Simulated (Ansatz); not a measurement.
PbTe: response to strain

The parent structure is PbTe in the rock salt structure (space group Fm-3m, No. 225; a = 6.3796 Å). Axes: x, y, z lie along the cube axes.

Strains are applied to the cell and any free atomic positions relax.

Level of theory: LDA/PAW in Ansatz (a first-principles code), no spin-orbit coupling.

Notes on the quantities. energy relative to the base: free energy F.

```tsv
variant	energy relative to the base	volume per atom	band gap	smallest direct gap
base	0 meV/atom	32.46 Å³	0.57 eV	0.57 eV
tensor shear ε_xy = +2.00 %	+2.6 meV/atom	32.44 Å³	0.35 eV	0.54 eV
tensor shear ε_xy = +0.29 %	+0.1 meV/atom	32.46 Å³	0.54 eV	0.57 eV
tensor shear ε_xy = +0.57 %	+0.2 meV/atom	32.45 Å³	0.51 eV	0.57 eV
tensor shear ε_xy = +0.86 %	+0.5 meV/atom	32.45 Å³	0.48 eV	0.56 eV
tensor shear ε_xy = +1.71 %	+1.9 meV/atom	32.45 Å³	0.38 eV	0.54 eV
tensor shear ε_xy = +1.43 %	[?]	32.45 Å³	0.41 eV	[?]
tensor shear ε_xy = +1.14 %	+0.8 meV/atom	32.45 Å³	0.45 eV	0.56 eV
```

Problem. Complete the table.

Solution. 
- tensor shear ε_xy = +1.43 %, energy relative to the base: +1.3 meV/atom
- tensor shear ε_xy = +1.43 %, smallest direct gap: 0.55 eV

Spin-orbit coupling, missing from the scalar runs, can matter with Pb and Te. Whether these cells are dynamically stable was not tested.
